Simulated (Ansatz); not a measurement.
We consider BaAl4 (I4/mmm, No. 139), described by rVV10 in Ansatz (PAW).

Settings: plane-wave cutoff 520 eV, 18×18×18 k mesh, Fermi–Dirac smearing 0.05 eV, scalar-relativistic PAW data made under PBE.

Equation-of-state points:

| V (Å³/atom) | E − E_lowest (meV/atom) | P (GPa) |
|---|---|---|
| 22.785 | 6.42 | 2.244 |
| 23.260 | 1.55 | 1.063 |
| 23.735 | 0.00 | 0.002 |
| 24.210 | 1.43 | -0.950 |
| 24.684 | 5.53 | -1.804 |

Q: Estimate the bulk modulus from the pressures at 23.260 and 24.210 Å³/atom, and compare it with a fit to all energies.

A: B = −V dP/dV. Between V = 23.260 and 24.210 Å³/atom, dP/dV = (-0.950 − (1.063))/(24.210 − 23.260) = -2.12 GPa per Å³/atom; at the midpoint 23.735 Å³/atom this gives B ≈ 50.3 GPa. The third-order Birch–Murnaghan fit gives V0 = 23.736 Å³/atom, B0 = 50.2 GPa, B′ = 4.4, which lies within 1 % of that estimate.

Shape and atoms are relaxed at each volume.

Note: the bulk modulus comes from volumes at which shape and atoms were relaxed.

Spin–orbit coupling is not included.

Ansatz is an electronic-structure program.
